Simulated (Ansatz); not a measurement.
The parent structure is BN in the zinc blende structure (space group F-43m, No. 216).

```yaml
crystal:
  lattice:
    - [0.00000, 1.80486, 1.80486]
    - [1.80486, 0.00000, 1.80486]
    - [1.80486, 1.80486, 0.00000]
  atoms:
    - { symbol: B, position: [0.00000, 0.00000, 0.00000] }
    - { symbol: N, position: [0.25000, 0.25000, 0.25000] }
```

Cartesian axes are those of the cell as printed.

Method: r2SCAN in Ansatz (plane waves to 500 eV, PAW, spin-orbit coupling left out).

For the base:

| Quantity | Result |
|---|---|
| Valley order | X along ⟨100⟩ 5.00 eV |

One thing is altered: tensile biaxial strain of 1.50 % in the plane normal to [001], as in epitaxy on a mismatched substrate; the out-of-plane cell vector and the atoms relax.

Task: Predict the new valley order.

Result: The valley order (the lowest conduction-band minima on the path, energy above the VBM, named in the base's zone) goes from X along ⟨100⟩ 5.00 eV to X along [001] 4.59 eV; X along [100] 4.96 eV.

The levels and masses belong to the bands next to the band gap. Whether these cells are dynamically stable was not tested.

Ansatz is a program for electronic structure.
